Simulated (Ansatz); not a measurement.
SrAlO2F (model structure, started from the SrVO2H type, P4/mmm, No. 123, 5 atoms in the cell)

All values below come from G0W0@PBEsol+SOC (plane waves, hard PAW, contour deformation, complete-basis limit, spin–orbit shift from PBEsol; Ansatz, a first-principles code).

Run with largest k mesh 6×6×6 (not extrapolated in the mesh).

Cell (relaxed with PBEsol):

```cif
data_AlFO2Sr
_chemical_formula_sum 'Sr1 Al1 O2 F1'
_space_group_name_H-M_alt 'P4/mmm'
_space_group_IT_number 123
_space_group_name_Hall '-P 4 2'
_cell_length_a 3.77664
_cell_length_b 3.77664
_cell_length_c 3.81169
_cell_angle_alpha 90.000
_cell_angle_beta 90.000
_cell_angle_gamma 90.000
loop_
_atom_site_label
_atom_site_type_symbol
_atom_site_symmetry_multiplicity
_atom_site_Wyckoff_symbol
_atom_site_fract_x
_atom_site_fract_y
_atom_site_fract_z
_atom_site_occupancy
Sr1 Sr 1 d 0.50000 0.50000 0.50000 1
Al1 Al 1 a 0.00000 0.00000 0.00000 1
O1 O 2 f 0.00000 0.50000 0.00000 1
F1 F 1 b 0.00000 0.00000 0.50000 1
```

```
Quantity    Value
--------  -------
band gap  6.38 eV
```

Note: spin–orbit coupling enters as the shift of the gap found with a semilocal functional; the relaxation could raise the start's symmetry but not lower it, so the cell can be a saddle point.

It cost about 2.5 core-hours (a rough figure) of CPU time.

A model structure was made by putting elements into a prototype or built by hand; it is no filed structure, need not be a known phase, and can be a saddle point held by its symmetry.
